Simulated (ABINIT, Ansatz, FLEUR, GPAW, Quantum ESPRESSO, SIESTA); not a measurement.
**One structure in several programs: Si2W (I4/mmm, 3 atoms in the cell)**

Self-consistent single point.

```
Si2W
1.0
   -1.60736     1.60736     3.90103
    1.60736    -1.60736     3.90103
    1.60736     1.60736    -3.90103
Si W
2 1
Direct
  0.33499   0.33499   0.00000
  0.66501   0.66501   0.00000
  0.00000   0.00000   0.00000
```

Shared settings, as Ansatz (a first-principles code) writes them: kpoints.mp_grid.grid = 12 12 12; scf.occupations.method = fermi_dirac; scf.occupations.width = 0.05 eV. Potentials and cutoffs stand in the table.

| code | model | pressure (GPa) | largest force (eV/Å) | cutoff |
|---|---|---|---|---|
| Ansatz | LDA (PW92), default PAW files made with PBE | -5.02 | 0.005 | default |
| GPAW | LDA (Perdew-Wang 92), GPAW PAW datasets LDA (gpaw-data 1.0.1) | -4.48 | 0.014 | 600 eV |
| FLEUR | LDA (Perdew-Zunger), all-electron FLAPW (FLEUR), scalar-relativistic valence | – | 0.019 | Kmax 4.4 1/bohr |
| ABINIT | LDA (PW92), norm-conserving pseudopotentials (PseudoDojo nc-sr-04 LDA standard) | -5.50 | 0.000 | 70 Ry |
| Quantum ESPRESSO | LDA (PZ), GBRV 1.5 ultrasoft (LDA) pseudopotentials | -6.23 | 0.012 | 40 Ry |
| SIESTA | LDA PW92, numerical atomic orbitals TZP, PseudoDojo LDA standard norm-conserving potentials (rewritten from UPF to PSML) | -4.78 | 0.030 | grid 350 Ry |

A dash marks a value that a program does not give, or that is left out as unsure.

On Ansatz's run: spin-orbit coupling is off. Spin polarisation is off.

The spread over the programs that give each value: pressure within 1.75 GPa; largest force within 0.030 eV/Å.

SIESTA uses small atom-centred bases, whose incompleteness enters pressures, forces and empty levels differently from a plane-wave cutoff. FLEUR treats all electrons, but the usual bases taken here (sphere radii, linearisation, local orbitals, empty states) were not tested for convergence, so the values are no reference for the others. Ansatz's pressure is given at a fixed set of plane waves, as the other plane-wave codes print theirs; with its correction for the finite basis it is -4.97 GPa. The same LDA comes in different parametrisations, which differ slightly.

The starting cell comes from a database of computed structures (which also holds hypothetical and non-ambient phases and stackings), without a prior relaxation at this level.

Left out of this page: Elk (not drawn, or without a comparable value).

Keys are those of Ansatz 0.2.
